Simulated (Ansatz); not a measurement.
The reference is WSe2 in the 2H-MoS2 type structure (space group P6_3/mmc, No. 194; a = 3.2305 Å, c = 12.4113 Å; layered, stacked along the Cartesian z axis).

Levels (all Ansatz, an electronic-structure program, PAW): PBEsol-D3(BJ) (420 eV, scalar-relativistic without spin-orbit coupling); HSE06 (420 eV, no spin-orbit coupling).

Its gap is 0.67 eV with PBEsol-D3(BJ) and 1.14 eV with HSE06.

The change: a hydrostatic pressure of 15 GPa.

With PBEsol-D3(BJ) the gap becomes 0.18 eV.

If the HSE06 correction stayed the same, what would the HSE06 gap be, and what does the HSE06 run give?

A rigid correction of +0.47 eV gives 0.65 eV. The HSE06 run gives 0.54 eV, so the correction itself changes by -0.11 eV.

Single points use the geometry relaxed with PBEsol-D3(BJ). HSE06 gaps are upper bounds (no full band path). Spin-orbit coupling, missing from the scalar runs, can matter with W. Load acts through the strain it causes; cell and atoms are relaxed under it. Stability against distortions was not tested. Competing high-pressure phases were not computed. A zero or small gap of WSe2 under pressure 15 GPa can be the functional's error rather than a property of the material.
